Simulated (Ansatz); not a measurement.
The structure below was relaxed with plane-wave PAW DFT at the PBEsol level (Ansatz, an electronic-structure program, 420 eV), no spin-orbit coupling.

Space group Fm-3m (No. 225); a = b = c = 10.9678 Å, α = β = γ = 90.00°

| atom | site | symmetry | x | y | z |
|---|---|---|---|---|---|
| Cs | 8c | -43m | 0.2500 | 0.2500 | 0.2500 |
| Pd | 4b | m-3m | 0.5000 | 0.5000 | 0.5000 |
| Bi | 4a | m-3m | 0.0000 | 0.0000 | 0.0000 |
| Br | 24e | 4m.m | 0.0000 | 0.0000 | 0.2605 |

**Question.** Write out a cell with all atoms.

**Answer.** 
```
Cs2BiPdBr6
1.0
   10.96782     0.00000     0.00000
    0.00000    10.96782     0.00000
    0.00000     0.00000    10.96782
Cs Pd Bi Br
8 4 4 24
Direct
  0.25000   0.75000   0.75000
  0.25000   0.25000   0.75000
  0.25000   0.25000   0.25000
  0.25000   0.75000   0.25000
  0.75000   0.75000   0.25000
  0.75000   0.25000   0.25000
  0.75000   0.25000   0.75000
  0.75000   0.75000   0.75000
  0.50000   0.00000   0.00000
  0.50000   0.50000   0.50000
  0.00000   0.00000   0.50000
  0.00000   0.50000   0.00000
  0.00000   0.00000   0.00000
  0.00000   0.50000   0.50000
  0.50000   0.00000   0.50000
  0.50000   0.50000   0.00000
  0.26052   0.00000   0.00000
  0.73948   0.00000   0.00000
  0.50000   0.76052   0.00000
  0.50000   0.23948   0.00000
  0.50000   0.00000   0.76052
  0.00000   0.00000   0.73948
  0.26052   0.50000   0.50000
  0.73948   0.50000   0.50000
  0.50000   0.26052   0.50000
  0.50000   0.73948   0.50000
  0.50000   0.50000   0.26052
  0.00000   0.50000   0.23948
  0.76052   0.00000   0.50000
  0.23948   0.00000   0.50000
  0.00000   0.76052   0.50000
  0.00000   0.23948   0.50000
  0.00000   0.00000   0.26052
  0.50000   0.00000   0.23948
  0.76052   0.50000   0.00000
  0.23948   0.50000   0.00000
  0.00000   0.26052   0.00000
  0.00000   0.73948   0.00000
  0.00000   0.50000   0.76052
  0.50000   0.50000   0.73948
```
This is the conventional cell.

Stability against distortions was not tested. No Hubbard U is applied, and correlation can decide whether such a compound is a metal. The final runs are not spin-polarised. An odd electron count without spin: Cs2BiPdBr6. The cell was made from Cs2AgBiBr6 by this change: Ag → Pd; the result is a hypothetical phase, not in the database extracts checked. Cs2BiPdBr6 has a high density of states at the Fermi level and may be magnetic at this level.
